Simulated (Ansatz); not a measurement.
System: CoP2 (P2₁/c, No. 14; cell taken from a computed entry). Method: LDA (Ansatz, a first-principles code, plane waves, PAW).

Numerical settings: plane-wave cutoff 520 eV, 8×6×8 k mesh (along the axes of the cell as run), Fermi–Dirac smearing 0.01 eV, no spin polarisation, scalar-relativistic PAW data made under PBE.

Cell (relaxed with PBEsol):

```cif
data_Co4P8
_chemical_formula_sum 'Co4 P8'
_space_group_name_H-M_alt 'P21/c'
_space_group_IT_number 14
_space_group_name_Hall '-P 2ybc'
_cell_length_a 5.47497
_cell_length_b 5.48374
_cell_length_c 5.55473
_cell_angle_alpha 90.000
_cell_angle_beta 114.555
_cell_angle_gamma 90.000
loop_
_space_group_symop_operation_xyz
  'x, y, z'
  '-x, -y, -z'
  '-x, y+1/2, -z+1/2'
  'x, -y+1/2, z+1/2'
loop_
_atom_site_label
_atom_site_type_symbol
_atom_site_symmetry_multiplicity
_atom_site_Wyckoff_symbol
_atom_site_fract_x
_atom_site_fract_y
_atom_site_fract_z
_atom_site_occupancy
Co1 Co 4 e 0.27225 0.00103 0.28994 1
P1 P 4 e 0.84287 0.12836 0.12936 1
P2 P 4 e 0.33956 0.37027 0.18330 1
```

**Question.** What does this level give for the band gap, smallest direct gap on the k points sampled and direct gap at Γ?

**Answer.** 
- band gap: 0.50 eV
- smallest direct gap on the k points sampled: 0.51 eV
- direct gap at Γ: 1.64 eV

Measured, for comparison: band gap 0.34 ± 0.03 eV (temperature not stated, the source names no phase, not corrected to a static lattice, transport: resistivity slope; as tabulated in Kang et al. (2022), doi:10.1039/d2ra04175h).

Note: cell and atoms aren't relaxed at this level (largest force component 0.09 eV/Å, pressure -3.8 GPa); this cell isn't known to be the ambient phase, and symmetry holds it in the calculation.

Computed values are for the static lattice.
